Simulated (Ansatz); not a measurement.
Defect: interstitial B in silicon, charge state +1. Method: PBE, PAW (plane waves to 420 eV; Ansatz, a quantum-chemistry and plane-wave program).

Settings: 216 host sites, the relaxed PBE lattice, the Γ point alone, smearing 0.01 eV, spin-restricted, no image-charge correction. No zero-point or tunnelling terms. The charge state is imposed; whether it is stable for some Fermi level was not computed. Sites that were not tried may lie lower.

Barriers: single points on a 2×2×2 k-point mesh shifted by half a step at the bands' geometries.

The step: several atoms move together, Si the farthest. Atoms about the jump, Cartesian Å from the middle of the jump, before and after:

```tsv
atom	x0	y0	z0	x1	y1	z1
Si1	0.58	-0.58	0.18	-0.58	0.58	-0.18
B2	-0.59	0.60	-1.00	-0.58	0.58	-2.08
Si3	0.66	1.95	0.26	0.93	2.10	0.63
Si4	-1.95	-0.66	0.26	-2.10	-0.93	0.63
Si5	0.66	-0.66	-2.35	0.77	-0.77	-2.57
Si6	2.14	-2.14	-1.02	2.07	-2.07	-1.00
Si7	2.15	0.62	1.74	2.23	0.56	1.86
Si8	-0.62	-2.14	1.74	-0.56	-2.23	1.86
Si9	0.78	-0.78	3.14	0.79	-0.79	3.17
Si10	3.54	-0.78	0.38	3.51	-0.77	0.38
Si11	0.78	-3.54	0.38	0.77	-3.51	0.38
Si12	-1.82	1.82	-2.22	-1.93	1.93	-2.57
Si13	-0.61	3.31	1.74	-0.60	3.39	1.86
Si14	-3.31	0.61	1.74	-3.39	0.60	1.86
```

Task: Predict the transition state.

Result: 
| atom | x | y | z |
|---|---|---|---|
| Si1 | 0.10 | -0.10 | -0.20 |
| B2 | -0.67 | 0.66 | -1.79 |
| Si3 | 0.97 | 1.99 | 0.52 |
| Si4 | -1.99 | -0.97 | 0.52 |
| Si5 | 0.65 | -0.65 | -2.61 |
| Si6 | 1.96 | -1.96 | -0.90 |
| Si7 | 2.27 | 0.61 | 1.89 |
| Si8 | -0.61 | -2.27 | 1.89 |
| Si9 | 0.79 | -0.79 | 3.13 |
| Si10 | 3.53 | -0.75 | 0.42 |
| Si11 | 0.75 | -3.53 | 0.42 |
| Si12 | -1.96 | 1.96 | -2.48 |
| Si13 | -0.59 | 3.29 | 1.75 |
| Si14 | -3.29 | 0.59 | 1.75 |
It lies 0.77 eV above the start and 0.24 eV above the end. The saddle point's order was not checked, and it lies on a symmetry element of the cell, where a band can be held.
